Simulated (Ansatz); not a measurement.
B2CO (model structure, P-4m2, No. 115, 4 atoms in the cell) was calculated with PBEsol (Ansatz, an electronic-structure program, PAW).

Settings: plane-wave cutoff 520 eV, 12×12×10 k mesh (along the axes of the cell as run), Fermi–Dirac smearing 0.01 eV, scalar-relativistic PAW data made under PBE.

Cell (relaxed with PBEsol):

```cif
data_CB2O
_chemical_formula_sum 'B2 C1 O1'
_space_group_name_H-M_alt 'P 1'
_space_group_IT_number 1
_cell_length_a 2.64471
_cell_length_b 2.64471
_cell_length_c 3.65112
_cell_angle_alpha 90.000
_cell_angle_beta 90.000
_cell_angle_gamma 90.000
loop_
_space_group_symop_operation_xyz
  'x, y, z'
loop_
_atom_site_label
_atom_site_type_symbol
_atom_site_fract_x
_atom_site_fract_y
_atom_site_fract_z
_atom_site_occupancy
B1 B 0.00000 0.50000 0.22937 1
B2 B 0.50000 0.00000 0.77063 1
C1 C 0.00000 0.00000 0.00000 1
O1 O 0.50000 0.50000 0.50000 1
```

Estimate the band gap and smallest direct gap on the k points sampled that the calculation returns.


band gap: 1.57 eV (indirect)
smallest direct gap on the k points sampled: 2.31 eV

Note: the relaxation could raise the start's symmetry but not lower it, so the cell can be a saddle point.

Static lattice: no zero-point or thermal effects.

Cost on a shared machine: around 5 core-seconds (rough).

A model structure was made by putting elements into a prototype or built by hand; it is no filed structure, need not be a known phase, and can be a saddle point held by its symmetry.
